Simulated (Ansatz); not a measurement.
Reference: MgO (Fm-3m), PBE, rigid bands (plane waves, PAW, scalar-relativistic; Ansatz, an electronic-structure program); geometry: cell and atoms relaxed with PBEsol.

MgO is modelled in the cubic space group Fm-3m (No. 225), the rock salt structure, Pearson symbol cF8. Lattice parameters: a = b = c = 4.2141 Å, α = β = γ = 90.00°. Mg on 4a sees 6 O at 2.107 Å (octahedral). O on 4b is coordinated by 6 Mg at 2.107 Å (octahedral). (Neighbours: up to the widest gap in distance over summed covalent radii, below 1.35, at either atom; cation-cation and far metal-metal contacts left out.)
(The calculation used a cell of 2 atoms; values per cell refer to that cell.)

The band gap is 4.73 eV, the electron conductivity mass is 0.36 mₑ and the hole conductivity mass comes out as 2.3 mₑ. The Seebeck coefficient, n-type 1e19 cm⁻³ is -173 μV/K.

Problem. Replace Mg by Ca on the same sites and relax. What happens?

Solution. CaO (Fm-3m): volume per atom 9.4 to 13.5 Å³; band gap falls (4.73 eV to 3.65 eV); electron conductivity mass rises (0.36 mₑ to 0.57 mₑ); hole conductivity mass falls (2.3 mₑ to 1.37 mₑ); Seebeck coefficient, n-type 1e19 cm⁻³ rises in size (-173 μV/K to -334 μV/K).

Problem. Replace Mg by Sr on the same sites and relax. What happens?

Solution. SrO (Fm-3m): volume per atom 9.4 to 16.8 Å³; band gap falls (4.73 eV to 3.31 eV); electron conductivity mass rises (0.36 mₑ to 0.52 mₑ); hole conductivity mass falls (2.3 mₑ to 1.36 mₑ); Seebeck coefficient, n-type 1e19 cm⁻³ rises in size (-173 μV/K to -321 μV/K).

Moves up to 5 % count as about the same. Masses are for dilute carriers at 300 K, harmonic means over directions unless an axis is named. Seebeck coefficients are for the stated density at 300 K, with one relaxation time for all states and whether or not that doping can be reached. Spin-orbit coupling is left out.
